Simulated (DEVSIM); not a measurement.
Structure: abrupt Si n-p junction, at 300 K.

| layer (left to right) | material | thickness (μm) | Nd (cm⁻³) | Na (cm⁻³) | τn (s) | τp (s) |
|---|---|---|---|---|---|---|
| 1 | Si | 0.200 | 1.9e17 | - | 2.3e-6 | 2.3e-6 |
| 2 | Si | 1.90 | - | 9.7e16 | 2.3e-6 | 2.3e-6 |

Left contact: ohmic. Right contact: ohmic. Voltage is applied to the left contact. Recombination: SRH at mid-gap, Auger. Mobility is μmin + (μ − μmin)/(1 + (N/Nref)^α).

This is a model device: material constants are rounded textbook-type values typed into the input, and sizes, dopings and lifetimes were drawn at random. Values at 300 K.

| parameter | Si |
|---|---|
| gap (eV) | 1.124 |
| affinity (eV) | 4.05 |
| permittivity | 11.7 |
| Nc (cm⁻³) | 2.86e19 |
| Nv (cm⁻³) | 3.1e19 |
| μn (cm²/Vs) | 1417 |
| μp (cm²/Vs) | 470 |
| μn,min | 52 |
| μp,min | 45 |
| Nref,n | 9.7e16 |
| Nref,p | 2.2e17 |
| αn | 0.68 |
| αp | 0.72 |
| Cn (cm⁶/s) | 2.8e-31 |
| Cp (cm⁶/s) | 9.9e-32 |

Model (solved in DEVSIM): 1D drift-diffusion, Boltzmann statistics, complete ionisation; no tunnelling, impact ionisation, image-force lowering or self-heating.

The doping Na of layer 2 was swept, all else fixed.

```json
[
 {"doping Na of layer 2 (cm^-3)": "2.9e15", "dark forward voltage at 100 A/cm² (V)": "0.661", "largest field in the device at zero bias (V/cm)": "32000", "potential step across the device at zero bias (V)": "0.755", "dark forward voltage at 1 A/cm² (V)": "0.528"},
 {"doping Na of layer 2 (cm^-3)": "9.7e15", "dark forward voltage at 100 A/cm² (V)": "0.687", "largest field in the device at zero bias (V/cm)": "47000", "potential step across the device at zero bias (V)": "0.786", "dark forward voltage at 1 A/cm² (V)": "0.562"},
 {"doping Na of layer 2 (cm^-3)": "2.9e16", "dark forward voltage at 100 A/cm² (V)": "0.712", "largest field in the device at zero bias (V/cm)": "77000", "potential step across the device at zero bias (V)": "0.814", "dark forward voltage at 1 A/cm² (V)": "0.589"},
 {"doping Na of layer 2 (cm^-3)": "9.7e16", "dark forward voltage at 100 A/cm² (V)": "0.732", "largest field in the device at zero bias (V/cm)": "130000", "potential step across the device at zero bias (V)": "0.845", "dark forward voltage at 1 A/cm² (V)": "0.610"},
 {"doping Na of layer 2 (cm^-3)": "2.9e17", "dark forward voltage at 100 A/cm² (V)": "0.739", "largest field in the device at zero bias (V/cm)": "170000", "potential step across the device at zero bias (V)": "0.874", "dark forward voltage at 1 A/cm² (V)": "0.616"},
 {"doping Na of layer 2 (cm^-3)": "9.7e17", "dark forward voltage at 100 A/cm² (V)": "0.739", "largest field in the device at zero bias (V/cm)": "200000", "potential step across the device at zero bias (V)": "0.905", "dark forward voltage at 1 A/cm² (V)": "0.617"},
 {"doping Na of layer 2 (cm^-3)": "2.9e18", "dark forward voltage at 100 A/cm² (V)": "0.739", "largest field in the device at zero bias (V/cm)": "220000", "potential step across the device at zero bias (V)": "0.933", "dark forward voltage at 1 A/cm² (V)": "0.617"}
]
```

From the first row to the last the dark forward voltage at 100 A/cm² goes from 0.661 to 0.739. From the first row to the last the largest field in the device at zero bias goes from 32000 to 220000.
